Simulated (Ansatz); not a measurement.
Cubic perovskite KZnF3, treated with rVV10 (plane waves, PAW; Ansatz, an electronic-structure program).

Numerical settings: plane-wave cutoff 520 eV, 8×8×8 k mesh, Fermi–Dirac smearing 0.01 eV, scalar-relativistic PAW data made under PBE.

Cell (relaxed at this level):

Space group Pm-3m (No. 221); a = 4.098 Å, b = 4.098 Å, c = 4.098 Å, α = 90.00°, β = 90.00°, γ = 90.00°

```tsv
atom	site	symmetry	x	y	z
K	1a	m-3m	0.0000	0.0000	0.0000
Zn	1b	m-3m	0.5000	0.5000	0.5000
F	3c	4/mm.m	0.0000	0.5000	0.5000
```

Task: What does this level give for the bulk modulus, band gap, smallest direct gap on the k points sampled and pressure derivative B′ of the bulk modulus?

Result: 
- bulk modulus = 78.0 GPa
- band gap = 3.54 eV (indirect)
- smallest direct gap on the k points sampled = 5.21 eV
- pressure derivative B′ of the bulk modulus = 4.7

Measured, for comparison: bulk modulus 80 GPa (temperature not stated, not corrected to a static lattice, (C11+2C12)/3; as tabulated in Vaitheeswaran et al. (2016), arXiv:1609.00541). Computed (rounded) less measured: bulk modulus -2 %.

The computed numbers hold no vibrational or temperature effects.
